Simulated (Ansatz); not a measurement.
Consider this model of amorphous Hf₁₈O₃₉La₂.

```xyz
59
Lattice="9.0983 0.4072 0.2993 0.4072 9.2860 0.2175 0.2993 0.2175 9.3798" Properties=species:S:1:pos:R:3 pbc="T T T"
Hf     0.8226     2.9968     0.5980
Hf     7.6716     8.0866     3.4492
Hf     4.6811     4.6683     3.8981
Hf     2.8138     7.5812     7.9627
Hf     9.2442     9.6670     9.3574
Hf     3.8500     1.4041     5.1581
Hf     4.4861     1.7281     8.2718
Hf     8.5119     4.8109     4.2482
Hf     0.7223     0.7238     2.8998
Hf     6.9892     1.8722     4.9857
Hf     8.2373     6.6201     9.7724
Hf     7.7357     3.8594     7.9666
Hf     9.5703     8.8407     6.1976
Hf     4.0441     4.7482     9.5577
Hf     2.1957     3.9923     6.5644
Hf     4.7275     8.1527     1.1577
Hf     1.7229     6.5730     1.9476
Hf     3.6680     7.7132     4.3254
O      7.6806     1.0159     3.0615
O      3.1465     2.8967     9.3685
O      1.8373     4.6672     1.1209
O      7.7643     2.0132     8.8963
O      2.4532     0.5330     4.0183
O      0.4122     2.7945     2.6887
O      3.5129     3.5331     4.9646
O      5.6040     1.6400     6.5178
O      7.8801     5.8556     7.8981
O      8.7528     6.2657     2.5512
O      7.8741     8.4065     1.3631
O      3.1565     5.4373     7.6508
O      4.3126     8.9144     8.5163
O      1.5703     9.1662     7.5622
O      5.6060     3.6606     8.5967
O      8.3431     8.4819     7.8622
O      5.2649     1.7585     3.8084
O      4.9032     6.1921     5.1493
O      7.5263     8.9927     5.3883
O      7.9812     4.3013     0.7546
O      0.7142     7.9355     3.5831
O      9.0834     1.3856     5.2287
O      5.5518     7.9350     3.0689
O      4.7136     4.2226     1.8972
O      2.2121     7.3315     5.9038
O      0.6598     0.8994     0.8051
O      3.4061     6.5706     0.4498
O      7.6441     6.5239     4.8507
O      3.0828     5.9261     3.3218
O      2.9762     2.0774     6.9038
O      0.9394     4.5417     5.1895
O      1.2194     7.2483     9.3293
O      7.7279     3.5587     6.0041
O      0.7559     3.4142     7.9000
O      4.5925     8.7179     5.8403
O      2.9162     8.3100     2.2251
O      4.9011     0.7920     0.6751
O      6.3171     7.0077     9.7122
O      6.6935     3.8817     3.7664
La     6.3169     2.4512     1.6848
La     6.3824     7.4002     6.7398
```

Level of theory: PBE, scalar-relativistic without spin-orbit coupling (plane waves to 420 eV, PAW; Ansatz, a program for electronic structure).

Preparation: random packing, a CHGNet melt and quench, and a DFT relaxation. O atoms were pushed apart under 1.9 Å during the dynamics, to hinder bonds among them. The hot cell started wider than the set density and was brought back towards it in steps. It is the lowest in DFT energy of 2 quenches. It is a model cell: composition and starting density were chosen by hand, and all elements were melted together. No dispersion term was used. Its density started from a set value of 8.75 and ended at 8.65 g/cm³. The simulated quench (nominally 450 K/ps over its main leg) is rapid and tends to freeze in more defects than a deposited or slowly cooled glass has. One small periodic cell is one sample of the glass; other quenches scatter about these values. Volume and shape were free in the relaxation.

Bonds are counted up to Hf-Hf 3.34 Å, Hf-O 2.76 Å, Hf-La 3.65 Å, O-O 1.58 Å, O-La 3.00 Å, La-La 3.96 Å. Two cations that share two anions don't count as bonded, nor two that share one unless they lie closer than Hf-Hf 3.25 Å, Hf-La 3.55 Å, La-La 3.85 Å.

Q: Give the coordination numbers, mean bond lengths and angles.

A: 
```json
{
 "Mean coordination of Hf by anions": "6.22 (2 with 5, 10 with 6, 6 with 7)",
 "Mean coordination of O": "3.26 (1 with 2, 27 with 3, 11 with 4)",
 "Mean coordination of La by anions": "7.50 (1 with 7, 1 with 8)",
 "Mean Hf-O bond": "2.141 Å (spread 0.119 Å, 112 counted)",
 "Mean O-La bond": "2.528 Å (spread 0.172 Å, 15 counted)",
 "Bond angle at Hf": "mean 102.8°, spread 29.1°",
 "Bond angle at O": "mean 113.3°, spread 17.8°",
 "Bond angle at La": "mean 100.0°, spread 32.0°"
}
```

Q: List the pairs of like atoms that count as bonded by the rules above.

A: There are none by these rules.
